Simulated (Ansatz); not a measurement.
GeS (model structure, started from the zincblende type, F-43m, No. 216, 2 atoms in the cell)

Level of theory: PBEsol in Ansatz (PAW).

Run with plane-wave cutoff 500 eV, 12×12×12 k mesh, Fermi–Dirac smearing 0.05 eV, scalar-relativistic PAW data made under PBE.

Cell (relaxed at this level):

```cif
data_GeS
_chemical_formula_sum 'S1 Ge1'
_space_group_name_H-M_alt 'P 1'
_space_group_IT_number 1
_cell_length_a 4.23465
_cell_length_b 4.23465
_cell_length_c 4.23465
_cell_angle_alpha 60.000
_cell_angle_beta 60.000
_cell_angle_gamma 60.000
loop_
_space_group_symop_operation_xyz
  'x, y, z'
loop_
_atom_site_label
_atom_site_type_symbol
_atom_site_fract_x
_atom_site_fract_y
_atom_site_fract_z
_atom_site_occupancy
S1 S 0.25000 0.25000 0.25000 1
Ge1 Ge 0.00000 0.00000 0.00000 1
```

```
Item              Value
--------  -------------
band gap  zero (no gap)
```

Note: the relaxation could raise the start's symmetry but not lower it, so the cell can be a saddle point.

Spin–orbit coupling is not included.

Computed values are for the static lattice.

A model structure was made by putting elements into a prototype or built by hand; it is no filed structure, need not be a known phase, and can be a saddle point held by its symmetry.

Ansatz is an electronic-structure program.
